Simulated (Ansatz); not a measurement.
Functionals compared on OH on the 1x1 (111) surface of fcc Al, one in a 2x2 cell, started at the site 'top Al', in Ansatz (plane waves, PAW). The structure was relaxed with PBE; the other rows are single points on it, each with its references at the same level. Cutoff 420 eV (500 eV for r2SCAN).

Set-up: 18 atoms, 7.0 Å thick at the start under the adsorbate (thin: gaps and levels are the slab's own); mesh 6x6x1; 0.1 eV smearing; dipole correction on; 8 atoms held, the rest relaxed; no symmetry held; spin-polarised, no spin-orbit, no U, no dispersion correction. The starting moment vanished. At the end it is bonded to Al. In PBE this state lies 0.07 eV over the lowest of the starts that converged ('bridge Al-Al (span 2.9 Å)'). These notes are the PBE run's. r2SCAN: The program's check for a lower electronic state was not made. Adsorption energies are against H2O(g) − ½ H2(g). A negative adsorption energy means that the adsorbate is more stable on the surface than in its reference.

```tsv
functional	adsorption energy (eV)	work function of the top face (eV)	change of the work function (eV)	magnetic moment of the cell (μB)	rough cost of the single point
PBE	-0.66	4.41	0.38	0.00	–
RPBE	-0.57	4.35	0.39	0.00	around 2.2 core-minutes (rough)
r2SCAN	(withheld)	(withheld)	(withheld)	0.00	around 6 core-minutes (rough)
```

**Question.** Fill in the missing entries.

**Answer.** 
- r2SCAN, adsorption energy (eV): -0.78
- r2SCAN, work function of the top face (eV): 4.48
- r2SCAN, change of the work function (eV): 0.40

Ansatz is a program for electronic structure.
